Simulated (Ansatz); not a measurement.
**Li interstitial (metastable 2H silicon carbide host)**

These are PBE, PAW (plane waves to 420 eV; Ansatz, an electronic-structure program) values and carry that method's errors. A 3×2×2 supercell of 96 sites was used; the energies come from a 2×2×2 shifted sampling of its zone. Site at the start: void with 1C3Si nearest. Charged cells carry a point-charge image correction with potential alignment at far atoms. Dielectric constants: PBE linear response of the host. Host gap at this level: 2.31 eV. These values are not converged in cell size to better than tenths of an eV. PBE underestimates the host's gap, which shifts levels and can delocalise carriers. Spin–orbit coupling is left out. Each state is the lowest found from its start.

Formation energies E_f are given with the Fermi level at the valence-band maximum. Chemical conditions: C-rich (Δμ(Li) = -0.087 eV, bounded by LiC12 (P6/mmm); only phases computed here count, gases as isolated molecules at 0 K). Reference phases: Li: bcc Li.

The name describes the start; the neighbours show where the added atom ended.

| charge | moment (μB) | largest move off a lattice site (Å) | neighbours of the added atom at the end (Å) | image correction with alignment (eV) | E_f, C-rich (eV) |
|---|---|---|---|---|---|
| +1 | not spin-polarised | 0.11 | C 1.95, C 1.95, C 1.95, Si 2.21, Si 2.21, Si 2.21 | 0.24 | 0.57 |
| 0* | 1.0 | 0.11 | C 1.95, C 1.95, C 1.95, Si 2.21, Si 2.21, Si 2.21 | – | – |

* At this level the carrier isn't localised at the defect: at charge 0 electrons occupy the conduction band. Such a state is shallow or no state of the defect, and this cell gives it no level.

No other site or start that was run ended lower by more than 0.1 eV.

Flagged in the runs: a host whose relaxation on this sampling wasn't shown to rest.
